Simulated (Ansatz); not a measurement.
Take LiCl in the rock salt structure (space group Fm-3m, No. 225; a = 5.064 Å) as the base.

The values are results of PBEsol in Ansatz (plane waves to 420 eV, PAW, no spin-orbit coupling), not measurements.

Base values:

- Valley order: Γ 6.35 eV; L along ⟨111⟩ 6.58 eV; X along ⟨100⟩ 7.78 eV

Now apply this change: every lattice vector is shortened by 1.50 %; the atoms relax in the strained cell.

Q: Estimate the effect on the valley order.

A: The valley order (the lowest conduction-band minima on the path, energy above the VBM, named in the base's zone) goes from Γ 6.35 eV; L along ⟨111⟩ 6.58 eV; X along ⟨100⟩ 7.78 eV to L along ⟨111⟩ 6.61 eV; Γ 6.63 eV; X along ⟨100⟩ 7.87 eV.

Q: What does the calculation give for the energy relative to the base after the change?

A: The energy grows by 3.8 meV/atom.

The levels and masses belong to the bands next to the band gap. Whether these cells are dynamically stable was not tested.

Ansatz is a first-principles code.
